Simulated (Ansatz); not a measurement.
Hypothetical zinc blende YP: isotropic strain +2.98 %

Start from YP in the zinc blende structure (space group F-43m, No. 216; a = 6.2890 Å; a hypothetical phase, not in the database extracts checked).

One thing is altered: an isotropic linear strain of +2.98 %; the atoms relax in the strained cell.

Computed with r2SCAN (Ansatz, a quantum-chemistry and plane-wave program; PAW; 500 eV plane waves; spin-orbit coupling left out). Γ-centred 9×9×9 mesh, Fermi–Dirac width 0.05 eV.

| quantity | base | changed | shift |
|---|---|---|---|
| volume per atom | 31.09 Å³ | 33.96 Å³ | +2.863 Å³ |
| space group | F-43m (No. 216) | F-43m (No. 216) | – |
| shortest interatomic distance | 2.723 Å | 2.804 Å | +0.081 Å |
| energy relative to the base (free energy F) | 0 meV/atom | +42 meV/atom | +42 meV/atom |
| pressure | 0.00 GPa | -4.40 GPa | -4.40 GPa |
| band gap | 1.94 eV | 2.01 eV | +0.07 eV |
| gap character | direct at X | direct at X | – |
| mean gap deformation potential ΔEg/Δln V | – | +0.8 eV | – |
| width of the top valence band | 0.82 eV | 0.67 eV | -0.15 eV |
| valley order (the lowest conduction-band minima on the path, energy above the VBM, named in the base's zone) | X along ⟨100⟩ 1.94 eV; a point along ⟨110⟩, about 0.5 Å⁻¹ from Γ 3.29 eV; Γ 3.51 eV | X along ⟨100⟩ 2.01 eV; Γ 3.23 eV; a point along ⟨110⟩, about 0.6 Å⁻¹ from Γ 3.25 eV | – |

Cost of the whole job for the changed cell (relaxation, final SCF and bands): about 19 core-seconds (a rough figure).

Stability against distortions was not tested.
